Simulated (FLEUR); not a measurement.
Band structure of InRh (Pm-3m, 2 atoms in the cell).

```
CELL_PARAMETERS angstrom
      3.20968     0.00000     0.00000
      0.00000     3.20968     0.00000
      0.00000     0.00000     3.20968
ATOMIC_POSITIONS crystal
  In 0.00000 0.00000 0.00000
  Rh 0.50000 0.50000 0.50000
```

Method of the run: PBEsol, all-electron FLAPW (FLEUR), scalar-relativistic valence in FLEUR.

Settings: Kmax = 4.1 1/bohr; GmaxXC = 16.4 1/bohr; xcFunctional = PBEs; jspins = 1; l_soc = F; mode = hist; fermiSmearingEnergy = 0.00734986 Htr; mesh (inpgen div1-3) = 10 10 10; inpgen gamma flag = true; Gmax = 16.4 1/bohr; numbands = 0; maxIterBroyd = 15; imix = Anderson; alpha = 0.05.

The starting cell comes from a database of computed structures (which also holds hypothetical and non-ambient phases and stackings), without a prior relaxation at this level. Spin polarisation is off. Values depend on the basis (sphere radii, cutoffs, local orbitals), which need not be converged.

Levels in eV from the Fermi level, bands 11 to 18:
```
point     11     12     13     14     15     16     17     18
-----  -----  -----  -----  -----  -----  -----  -----  -----
Γ      -3.34  -1.21  -1.21  -1.21   4.52   4.52   4.52  10.80
X      -3.34  -2.59  -2.59  -1.32   0.03  10.08  10.72  10.72
M      -2.33  -2.33  -1.77  -1.77  -0.52   2.85   3.55   9.86
R      -4.72  -0.46  -0.46   0.19   4.24   4.24   4.24   5.63
```
